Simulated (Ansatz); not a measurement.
S on the 1x1 (110) surface of zinc-blende InP (cut with top plane In + P), one in a 1x1 cell, energies for each (25.1 Å²). Energies are against ⅛ S8(g), without zero-point or thermal terms; each row is named by its start.

Host crystal: zinc-blende InP, with a band gap (PBE, scalar-relativistic without spin-orbit coupling).

The numbers are results of PBE (plane waves to 420 eV, PAW; Ansatz, a first-principles code), not measurements.

Model: 11-atom slab, 8.9 Å thick at the start under the adsorbate (thin: gaps and levels are the slab's own), 6x4x1 mesh, Fermi-Dirac 0.01 eV, dipole correction, 4 atoms held, the rest relaxed; each run with such symmetry as its start has; spin-polarised, no spin-orbit, no U, no dispersion correction.

A negative adsorption energy means that the adsorbate is more stable on the surface than in its reference. Starts that drift may end in the same place. Heights count from the host atoms within 0.3 Å of the top one. Moments of ungapped slabs depend on the mesh.

| starting site | E_ads (eV) | height (Å) | nearest host atom (Å) | bonded to | change of the vacuum step (eV) | lateral drift (Å) | moment (μB) |
|---|---|---|---|---|---|---|---|
| top P | -0.15 | 1.14 | P 2.07 | P | 0.57 | 1.8 | 0.0 |
| top In | 1.85 | 1.92 | In 2.44 | In | 1.19 | 0.0 | 1.9 |
| hollow In-In-P-P | -0.15 | 1.11 | P 2.06 | P | 0.49 | 1.0 | 0.1 |
| hollow beside P | 0.41 | 0.70 | P 2.24 | 2 In + P | 0.66 | 0.5 | 0.0 |
| bridge In-P (span 5.2 Å) | -0.15 | 1.14 | P 2.07 | P | 0.58 | 1.2 | 0.0 |
